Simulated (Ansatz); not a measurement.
The reference is Hf in the hcp (Mg type) structure (space group P6_3/mmc, No. 194).

```
CELL_PARAMETERS angstrom
      3.15907     0.00000     0.00000
     -1.57954     2.73584     0.00000
      0.00000     0.00000     4.99993
ATOMIC_POSITIONS crystal
  Hf 0.33333 0.66667 0.75000
  Hf 0.66667 0.33333 0.25000
```

Calculations: Kohn–Sham DFT with the PBEsol functional, run in Ansatz (a program for electronic structure) with PAW and 420 eV plane waves, no spin-orbit coupling.

One change was made to it. Results:

The band gap stays zero; the density drops by 6.974 g/cm³, from 13.72 g/cm³ to 6.74 g/cm³; the c/a ratio grows by 0.024 to 1.607.

Problem. Which change produced these results?
(A) Hf → Lu
(B) Hf → Sc
(C) Hf → Zr

Solution. C, Hf → Zr. For comparison, the density in the other runs: Hf → Sc gives 3.16 g/cm³; Hf → Lu gives 10.57 g/cm³.

Whether these cells are dynamically stable was not tested. All final runs are without spin polarisation.
